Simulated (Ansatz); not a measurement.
LiF: energy against strain

LiF (rock salt, Fm-3m, 8.047 Å³/atom at rest) under an equal strain ε in the (001) plane with the normal axis free, as in a coherent film. PBEsol in Ansatz, a plane-wave DFT program (PAW, default set), 420 eV, 14×14×14 Γ-centred mesh, Fermi-Dirac smearing 0.05 eV; ions are relaxed within the symmetry of each cell.

Here s stands for strain and y for E less E0.

| strain (%) | E less E0 (meV/atom) |
|---|---|
| -3.00 | ? |
| -1.50 | 1.64 |
| -1.00 | 0.72 |
| -0.50 | 0.17 |
| 0.00 | 0.00 |
| 0.50 | 0.16 |
| 1.00 | 0.65 |
| 1.50 | 1.46 |

**Question.** Fit y against s with a parabola, and predict the withheld value at s = -3.00.

**Answer.** Least squares gives y = -0.005 - 0.0493·s + 0.6910·s². Residuals (row less fit): 0.016, -0.015, -0.022, 0.005, 0.017, 0.013, -0.016; standard error 0.021 (degrees of freedom: 4). Twice the quadratic coefficient over the volume, 2 × 0.6910 meV × 10⁴ × 0.1602 / 8.047 Å³, is twice the biaxial elastic modulus of this plane = 275 ± 4 GPa. At the withheld row, y = -0.005 - 0.0493 × (-3.0) + 0.6910 × (-3.0)² = 6.362 meV/atom. The calculation gives 7.04 meV/atom, 0.678 meV/atom above the prediction (9.6 % of the range of y in the table). The row lies outside the fitted rows, so this is an extrapolation. From the scatter of the fitted rows alone, a prediction at this place has a standard error of 0.080 meV/atom, so the miss is 8.5 times that.

One order more, fitted to all 13 runs of the series, follows each within 0.02, so the miss is the next term of a smooth law. Rows are the converged runs of the series near zero and its far end; series whose fitted rows scatter by over a few per cent of the range, as at a crossing or softening among them, aren't shown in this form. Most that stay on the fit to the last digits aren't either.
